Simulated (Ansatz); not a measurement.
## ZnSe, response to strain

Base system: ZnSe in the zinc blende structure (space group F-43m, No. 216).

```xyz
2
Lattice="0.0000 2.7838 2.7838 2.7838 0.0000 2.7838 2.7838 2.7838 0.0000" Properties=species:S:1:pos:R:3 pbc="T T T"
Zn     0.0000     0.0000     0.0000
Se     1.3919     1.3919     1.3919
```

Cartesian axes are those of the cell as printed.

Strains are applied to the cell and any free atomic positions relax.

Method: LDA, PAW, 420 eV (Ansatz, a quantum-chemistry and plane-wave program; no spin-orbit coupling).

Notes on the quantities. energy relative to the base: free energy F.

```csv
variant,shortest interatomic distance,energy relative to the base,band gap
base,2.411 Å,0 meV/atom,1.25 eV
uniaxial strain ε_zz = −3.00 %,2.387 Å,+6.0 meV/atom,1.30 eV
uniaxial strain ε_zz = −2.50 %,2.391 Å,+4.2 meV/atom,1.29 eV
uniaxial strain ε_zz = −2.00 %,2.395 Å,+2.7 meV/atom,1.28 eV
uniaxial strain ε_zz = −0.50 %,2.407 Å,+0.2 meV/atom,1.26 eV
uniaxial strain ε_zz = +0.50 %,2.415 Å,+0.2 meV/atom,1.22 eV
uniaxial strain ε_zz = +1.00 %,2.419 Å,+0.7 meV/atom,1.20 eV
uniaxial strain ε_zz = +1.50 %,2.423 Å,+1.5 meV/atom,1.17 eV
uniaxial strain ε_zz = +2.00 %,2.427 Å,+2.6 meV/atom,1.14 eV
uniaxial strain ε_zz = +3.00 %,___,___,___
```

Question: Complete the table.

Answer: 
- uniaxial strain ε_zz = +3.00 %, shortest interatomic distance: 2.435 Å
- uniaxial strain ε_zz = +3.00 %, energy relative to the base: +5.8 meV/atom
- uniaxial strain ε_zz = +3.00 %, band gap: 1.09 eV

Semilocal Kohn–Sham gaps tend to fall short of experiment. Whether these cells are dynamically stable was not tested.
